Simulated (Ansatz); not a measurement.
Take Mg in the hcp (Mg type) structure (space group P6_3/mmc, No. 194; a = 3.1751 Å, c = 5.1628 Å; relaxed with 0.1 eV smearing) as the base. Axes: x lies along a and z along c of the hexagonal cell.

Level of theory: DFT with PBEsol, PAW potentials and a 420 eV plane-wave cutoff in Ansatz (a quantum-chemistry and plane-wave program), scalar-relativistic without spin-orbit coupling.

Strains are applied to the cell and any free atomic positions relax; under stress the whole cell relaxes.

One change was made to it. Results:

The energy rises by 7.9 meV/atom; the band gap is still zero.

Question: Which of these changes matches the shifts?
A) isotropic strain −0.78 %
B) uniaxial stress, 5 GPa compression along z
C) uniaxial stress, 0.5 GPa tension along z
D) isotropic strain −1.78 %

Answer: D, isotropic strain −1.78 %. For comparison, the energy relative to the base in the other runs: uniaxial stress, 5 GPa compression along z gives +24 meV/atom; uniaxial stress, 0.5 GPa tension along z gives +0.3 meV/atom; isotropic strain −0.78 % gives +1.5 meV/atom.

Stability under load was not tested beyond the relaxation.
